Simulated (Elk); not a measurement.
**Worked example: self-consistent single point of YAs (Fm-3m, 2 atoms in the cell) in Elk**

Level of theory: PBEsol, all-electron FP-LAPW, Elk's shipped species files, default APW+lo basis in Elk 10.2.4.

Input as run:

```
tasks
  0

xctype
  22

rgkmax
  7.0

stype
  1

swidth
  0.00183747

avec
    0.0000000000    5.5046588175    5.5046588175
    5.5046588175    0.0000000000    5.5046588175
    5.5046588175    5.5046588175    0.0000000000

sppath
  './'

atoms
  2   : nspecies
  'Y.in'   : spfname
  1   : natoms; atposl, bfcmt below
  0.0000000000  0.0000000000  0.0000000000    0.0 0.0 0.0
  'As.in'   : spfname
  1   : natoms; atposl, bfcmt below
  0.5000000000  0.5000000000  0.5000000000    0.0 0.0 0.0

ngridk
  9 9 9
```

The program printed (abridged):

```
│ Elk code version 10.2.4 │

All units are atomic (Hartree, Bohr, etc.)

│ Ground-state run starting from atomic densities │

Lattice vectors :
   0.000000000       5.504658818       5.504658818
   5.504658818       0.000000000       5.504658818
   5.504658818       5.504658818       0.000000000

Unit cell volume      :    333.5962918
Brillouin zone volume :   0.7435640609

Muffin-tin inner radius fraction :   0.1000000000E-01

Nuclei treated as point charges

Species :    1 (Y)
 parameters loaded from : Y.in
 name : yttrium
 nuclear charge    :   -39.00000000
 electronic charge :    39.00000000
 atomic mass :    162065.4502
 muffin-tin radius :    2.600000000
 number of radial points in muffin-tin :    597
 atomic positions (lattice), magnetic fields (Cartesian) :
   1 :   0.00000000  0.00000000  0.00000000    0.00000000  0.00000000  0.00000000

Species :    2 (As)
 parameters loaded from : As.in
 name : arsenic
 nuclear charge    :   -33.00000000
 electronic charge :    33.00000000
 atomic mass :    136573.7219
 muffin-tin radius :    2.400000000
 number of radial points in muffin-tin :    497
 atomic positions (lattice), magnetic fields (Cartesian) :
   1 :   0.50000000  0.50000000  0.50000000    0.00000000  0.00000000  0.00000000

Total number of atoms per unit cell :    2

Spin treatment :
 spin-unpolarised

Number of Bravais lattice symmetries :   48
Number of crystal symmetries         :   48
Crystal has inversion symmetry
Real symmetric eigensolver will be used

k-point grid :      9     9     9
k-point offset :    0.000000000       0.000000000       0.000000000
k-point set is reduced with full crystal symmetry group
Total number of k-points :       35

Muffin-tin radius times maximum |G+k| :    7.000000000
 using average radius
Maximum |G+k| for APW functions       :    2.800000000
Maximum (1/2)|G+k|²                   :    3.920000000
Maximum |G| for potential and density :    12.00000000
 potential will be trimmed for |G| > 2 gkmax
Constant for pseudocharge density :    8
Radial integration step length :    4

G-vector grid sizes :     30    30    30
Number of G-vectors :     9721

Maximum angular momentum used for
 APW functions                      :    8
 outer part of muffin-tin           :    6
 inner part of muffin-tin           :    1

Total nuclear charge    :   -72.00000000
Total core charge       :    46.00000000
Total valence charge    :    26.00000000
Total excess charge     :    0.000000000
Total electronic charge :    72.00000000

Effective Wigner radius, rₛ :    1.034189291

Number of empty states         :    8
Total number of valence states :   21
Total number of core states    :   46

Total number of local-orbitals :   28

Exchange-correlation functional :     22     0     0
 PBEsol, Phys. Rev. Lett. 100, 136406 (2008)
 gradient requirement :    1
 generalised gradient approximation (GGA)

Smearing type :    1
 Methfessel-Paxton order 1, Phys. Rev. B 40, 3616 (1989)
Smearing width :   0.1837470000E-02
Effective electronic temperature (K) :    580.2271348

Mixing type :    3
 Broyden mixing, J. Phys. A: Math. Gen. 17, L317 (1984)

Kohn-Sham potential initialised from atomic data

│ Self-consistent loop started │
│ Loop number : 1 │
 total energy                :     -5648.91543694
│ Loop number : 2 │
 total energy                :     -5648.87324410
RMS change in Kohn-Sham potential (target) :   0.1507902900     (  0.1000000000E-05)
Absolute change in total energy (target)   :   0.4219284611E-01 (  0.1000000000E-03)
│ Loop number : 3 │
 total energy                :     -5648.68742934
RMS change in Kohn-Sham potential (target) :   0.1442034671     (  0.1000000000E-05)
Absolute change in total energy (target)   :   0.1963629694     (  0.1000000000E-03)
│ Loop number : 4 │
 total energy                :     -5647.10183798
RMS change in Kohn-Sham potential (target) :   0.1004418727     (  0.1000000000E-05)
Absolute change in total energy (target)   :    1.634682103     (  0.1000000000E-03)
│ Loop number : 5 │
 total energy                :     -5644.94270032
RMS change in Kohn-Sham potential (target) :   0.4058757975E-01 (  0.1000000000E-05)
Absolute change in total energy (target)   :    2.567808188     (  0.1000000000E-03)
│ Loop number : 6 │
 total energy                :     -5643.85669755
RMS change in Kohn-Sham potential (target) :   0.1034436828E-01 (  0.1000000000E-05)
Absolute change in total energy (target)   :    1.727954812     (  0.1000000000E-03)
│ Loop number : 7 │
 total energy                :     -5643.46606713
RMS change in Kohn-Sham potential (target) :   0.3874896211E-03 (  0.1000000000E-05)
Absolute change in total energy (target)   :   0.8226191230     (  0.1000000000E-03)
│ Loop number : 8 │
 total energy                :     -5643.45213120
RMS change in Kohn-Sham potential (target) :   0.2453982266E-03 (  0.1000000000E-05)
Absolute change in total energy (target)   :   0.2195907095     (  0.1000000000E-03)
│ Loop number : 9 │
 total energy                :     -5643.44887958
RMS change in Kohn-Sham potential (target) :   0.6664225038E-04 (  0.1000000000E-05)
Absolute change in total energy (target)   :   0.5814930489E-01 (  0.1000000000E-03)
│ Loop number : 10 │
 total energy                :     -5643.45146946
RMS change in Kohn-Sham potential (target) :   0.2479859865E-04 (  0.1000000000E-05)
Absolute change in total energy (target)   :   0.1194744533E-01 (  0.1000000000E-03)
│ Loop number : 11 │
 total energy                :     -5643.45131809
RMS change in Kohn-Sham potential (target) :   0.3712141927E-05 (  0.1000000000E-05)
Absolute change in total energy (target)   :   0.3138223749E-02 (  0.1000000000E-03)
│ Loop number : 12 │
 total energy                :     -5643.45131801
RMS change in Kohn-Sham potential (target) :   0.2138966680E-05 (  0.1000000000E-05)
Absolute change in total energy (target)   :   0.7846408371E-03 (  0.1000000000E-03)
│ Loop number : 13 │
 total energy                :     -5643.45135507
RMS change in Kohn-Sham potential (target) :   0.9685237631E-06 (  0.1000000000E-05)
Absolute change in total energy (target)   :   0.1591002765E-03 (  0.1000000000E-03)
│ Loop number : 14 │
 total energy                :     -5643.45135896
RMS change in Kohn-Sham potential (target) :   0.1628770844E-06 (  0.1000000000E-05)
Absolute change in total energy (target)   :   0.3588221080E-04 (  0.1000000000E-03)
Convergence targets achieved

│ Loop number : 15 │

Energies :
 Fermi                       :     0.234197352256
 sum of eigenvalues          :     -3302.57951138
 electron kinetic            :      5800.28392574
 core electron kinetic       :      5561.20534778
 Coulomb                     :     -11253.6407685
 Coulomb potential           :     -8853.43228380
 nuclear-nuclear             :     -558.991149266
 electron-nuclear            :     -12535.8669547
 Hartree                     :      1841.21733545
 Madelung                    :     -6826.92462661
 xc potential                :     -249.431153325
 exchange                    :     -186.041565690
 correlation                 :     -4.05295003306
 total energy                :     -5643.45135849

Density of states at Fermi energy :    12.72744424
 (states/Hartree/unit cell)

Estimated indirect band gap :   0.2524148666E-02
 from k-point     20 to k-point      6
Estimated direct band gap   :   0.3543055273E-01
 at k-point     14

Charges :
 core                        :    46.00000000
 valence                     :    26.00000000
 interstitial                :    3.616530390
 muffin-tins (core leakage)
  species :    1 (Y)
   atom    1                 :    36.77157589     (  0.8983987062E-05)
  species :    2 (As)
   atom    1                 :    31.61189372     (  0.1458423882E-03)
 total in muffin-tins        :    68.38346961
 total calculated charge     :    71.99451755
 total charge                :    72.00000000
 error                       :   0.5482452168E-02

│ Self-consistent loop stopped │
```

The run converged in 15 iterations. The count includes the last loop, which Elk runs after its targets are met.

The starting cell comes from a database of computed structures (which also holds hypothetical and non-ambient phases and stackings), without a prior relaxation at this level. Values depend on the basis (sphere radii, cutoffs, local orbitals), which need not be converged. The log's line on a gap gives a spacing of levels on this mesh, which the program prints for metals too.
